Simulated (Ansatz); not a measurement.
# HgS: response to strain

Start from HgS in the zinc blende structure (space group F-43m, No. 216).

```xyz
2
Lattice="0.0000 2.9958 2.9958 2.9958 0.0000 2.9958 2.9958 2.9958 0.0000" Properties=species:S:1:pos:R:3 pbc="T T T"
Hg     0.0000     0.0000     0.0000
S      1.4979     1.4979     1.4979
```

Strains are applied to the cell and any free atomic positions relax.

Calculations: PBE (Ansatz, a quantum-chemistry and plane-wave program, PAW, no spin-orbit coupling).

Notes on the quantities. energy relative to the base: free energy F.

| change | energy relative to the base | pressure | volume per atom |
|---|---|---|---|
| base | 0 meV/atom | 0.0 GPa | 26.89 Å³ |
| isotropic strain −2.50 % | +26 meV/atom | 4.6 GPa | 24.92 Å³ |
| isotropic strain −2.00 % | +16 meV/atom | 3.5 GPa | 25.31 Å³ |
| isotropic strain −1.00 % | … | 1.6 GPa | 26.09 Å³ |
| isotropic strain −0.50 % | +1.0 meV/atom | 0.8 GPa | 26.49 Å³ |
| isotropic strain +0.50 % | +0.9 meV/atom | … | 27.29 Å³ |
| isotropic strain +1.00 % | … | -1.4 GPa | 27.70 Å³ |
| isotropic strain +1.50 % | +8.1 meV/atom | -2.0 GPa | 28.11 Å³ |
| isotropic strain +2.00 % | … | -2.6 GPa | 28.53 Å³ |
| isotropic strain +3.00 % | +30 meV/atom | -3.6 GPa | 29.38 Å³ |

### Question
Complete the table.

### Answer

- isotropic strain −1.00 %, energy relative to the base: +4.0 meV/atom
- isotropic strain +0.50 %, pressure: -0.7 GPa
- isotropic strain +1.00 %, energy relative to the base: +3.7 meV/atom
- isotropic strain +2.00 %, energy relative to the base: +14 meV/atom

A case with no gap was solved on a k-mesh chosen for an insulator, which is coarse for it. Stability against distortions was not tested. All final runs are without spin polarisation.
